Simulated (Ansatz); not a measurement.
The parent structure is LiCl in the rock salt structure (space group Fm-3m, No. 225; a = 5.064 Å). Axes: x, y, z lie along the cube axes.

Method: PBEsol (Ansatz, a first-principles code), no spin-orbit coupling.

For the base:

| Property | Value |
|---|---|
| Valley order | Γ 6.35 eV; L along ⟨111⟩ 6.58 eV; X along ⟨100⟩ 7.78 eV |
| Pressure | 0.0 kbar |

It is then changed as follows: the cell is stretched by 1.50 % along z with no lateral relaxation; the atoms relax in the strained cell.

**Question.** Estimate the effect on the energy relative to the base, valley order, pressure and valence-band top at Γ.

**Answer.** The energy grows by 0.7 meV/atom; the valley order (the lowest conduction-band minima on the path, energy above the VBM, named in the base's zone) changes from Γ 6.35 eV; L along ⟨111⟩ 6.58 eV; X along ⟨100⟩ 7.78 eV to Γ 6.24 eV; L along [1-11] 6.54 eV; X along [100] 7.72 eV; the pressure (mean of the normal stresses, compression positive) goes from zero to -4.9 kbar; the valence-band top at Γ (three highest levels, from the VBM) amounts to 0.00, -0.04, -0.04 eV.

The levels and masses belong to the bands next to the band gap. Whether these cells are dynamically stable was not tested.
